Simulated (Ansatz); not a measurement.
MoTe2: response to strain

The parent structure is MoTe$_{2}$ (space group P6_3/mmc, No. 194; a = 3.4966 Å, c = 13.6959 Å; layered, stacked along the Cartesian z axis). Axes: x lies along a and z along c of the hexagonal cell.

Strains are applied to the cell and any free atomic positions relax.

Level of theory: Kohn–Sham DFT with the PBE-D3(BJ) functional, run in Ansatz (an electronic-structure program) with PAW and 420 eV plane waves, no spin-orbit coupling.

Notes on the quantities. energy relative to the base: free energy F.

```csv
uniaxial strain ε_zz (%),energy relative to the base (meV/atom)
-3,5.5
-2.4,?
-1.2,0.8
-0.6,0.2
0,0.0
```

**Question.** Fit ΔE = Aε² + Bε³ (ε in %) to the rows shown and predict the withheld row.

**Answer.** Least squares on the printed values gives A = 0.521 and B = -0.030 meV/atom (largest residual 0.0 meV/atom); this predicts 3.4 meV/atom, and the run gives 3.4 meV/atom, in agreement.

Stability against distortions was not tested. The D3 term's C6 switches between coordination references near this geometry, which can add small steps to energies.
